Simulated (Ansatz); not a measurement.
Several settings converged on MgO (Fm-3m, 2 atoms in the cell)

```yaml
crystal:
  lattice:
    - [0.00000, 2.09869, 2.09869]
    - [2.09869, 0.00000, 2.09869]
    - [2.09869, 2.09869, 0.00000]
  atoms:
    - { symbol: Mg, position: [0.00000, 0.00000, 0.00000] }
    - { symbol: O, position: [0.50000, 0.50000, 0.50000] }
```

Base method: PBE (plane waves, PAW; Ansatz, a quantum-chemistry and plane-wave program).

Base settings: basis.ecutwfc = 420 eV; kpoints.mp_grid.grid = 10 10 10; hamiltonian.xc = pbe; hamiltonian.pseudopotentials = {kind: paw} (the program's default PAW files); scf.occupations.method = fermi_dirac; scf.occupations.width = 0.02 eV.

Core times come from one kind of shared machine, to one figure; runs under 30 s give none.

**Zone-centre phonons against the cutoff**

In this ladder: scf.occupations.method = fixed; scf.occupations.width = default; phonons.method = dfpt; phonons.dielectric = true; phonons.rigid_motions = translations.

The mesh stays at the base's, so the ladder's end is converged at best in this setting alone.

Frequencies are those of the unrelaxed cell, without the LO-TO term of polar crystals.

Only quantities that move along the ladder and can be compared are tabulated.

ε∞ and Born charges come from denser meshes that the program picks itself.

| basis.ecutwfc | highest zone-centre frequency (cm⁻¹) | largest Born charge (mean of the diagonal) (e) | mean ε∞ |
|---|---|---|---|
| 210 eV | 282.5 | 1.998 | 3.198 |
| 250 eV | 399.6 | 1.983 | 3.241 |
| 295 eV | 401.6 | 1.980 | 3.208 |
| 355 eV | 404.0 | 1.981 | 3.192 |
| 420 eV | 402.0 | 1.981 | 3.192 |
| 505 eV | 401.8 | 1.981 | 3.192 |
| 630 eV | 401.7 | 1.981 | 3.192 |

Coarsest basis.ecutwfc that holds the largest Born charge (mean of the diagonal) within 0.005 e of the last step, with all finer ones: 250 eV; the step before is off by 0.016 e.

Coarsest basis.ecutwfc that holds the highest zone-centre frequency within 1 cm⁻¹ of the last step, with all finer ones: 420 eV; the step before is off by 2.3 cm⁻¹.

Coarsest basis.ecutwfc that holds the mean ε∞ within 0.02 of the last step, with all finer ones: 295 eV; the step before is off by 0.048.

**Zone-centre phonons against the SCF threshold**

In this ladder: scf.occupations.method = fixed; scf.occupations.width = default; phonons.method = dfpt; phonons.dielectric = true; phonons.rigid_motions = translations.

The mesh stays at the base's, so the ladder's end is converged at best in this setting alone.

Only quantities that move along the ladder and can be compared are tabulated.

ε∞ and Born charges come from denser meshes that the program picks itself.

| scf.convergence.dr2_threshold | largest Born charge (mean of the diagonal) (e) |
|---|---|
| 0.001 eV | 2.001 |
| 1e-05 eV | 1.980 |
| 1e-07 eV | 1.981 |
| 1e-09 eV | 1.981 |
| 1e-11 eV | 1.981 |

Coarsest scf.convergence.dr2_threshold that holds the largest Born charge (mean of the diagonal) within 0.005 e of the last step, with all finer ones: 1e-05 eV; the step before is off by 0.019 e.

**The q mesh of the phonons**

In this ladder: kpoints.mp_grid.grid = 12 12 12; scf.occupations.method = fixed; scf.occupations.width = default; phonons.method = dfpt; phonons.dielectric = true; phonons.rigid_motions = translations.

Only quantities that move along the ladder and can be compared are tabulated.

Thermal sums run over frequencies interpolated from this q mesh.

```csv
phonons.qmesh,zero-point energy (meV/atom),vibrational free energy at 300 K (meV/atom),core time / last (rough)
1 1 1,60.86,39.45,–
2 2 2,74.05,58.83,0.07
3 3 3,74.31,59.04,0.2
6 6 6,74.39,59.23,1
```

Coarsest phonons.qmesh that holds the zero-point energy within 1 meV/atom of the last step, with all finer ones: 2 2 2, at about 0.07 of the last step's time; the step before is off by 14 meV/atom.

Coarsest phonons.qmesh that holds the vibrational free energy at 300 K within 2 meV/atom of the last step, with all finer ones: 2 2 2, at about 0.07 of the last step's time; the step before is off by 20 meV/atom.

On the base run: the starting cell has typed, rounded lattice constants, without a prior relaxation at this level. Its lattice was rescaled by up to half a per cent. In the base run, with a pressure of about 6 GPa the cell is away from its equilibrium volume at this level.

Keys are those of Ansatz 0.2.
